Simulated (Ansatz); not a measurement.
For SiSe2 (model structure, started from the anatase type, I4₁/amd, No. 141, 6 atoms in the cell), PBE in Ansatz (plane waves, PAW) gives:

```
Item                        Result
------------------  --------------
lattice constant a         5.180 Å
c axis length             10.503 Å
formation enthalpy  -0.057 eV/atom
```

**Question.** What does PBE-D3(BJ) (Ansatz, a program for electronic structure, PAW) give for the same quantities?

**Answer.** 
- lattice constant a: 5.135 Å (drops by 0.9 %)
- lattice parameter c: 9.936 Å (shrinks by 5.4 %)
- formation enthalpy: -0.074 eV/atom (moves by -0.017 eV/atom)

Changes are worked out from the printed values.

Unless a cell is named, each level is at its own relaxed cell (PBE 23.48, PBE-D3(BJ) 21.84 Å³/atom).

Ansatz's density-functional and Hartree–Fock values are scalar-relativistic unless marked +SOC, with PAW data made under PBE.

A model structure was made by putting elements into a prototype or built by hand; it is no filed structure, need not be a known phase, and can be a saddle point held by its symmetry.
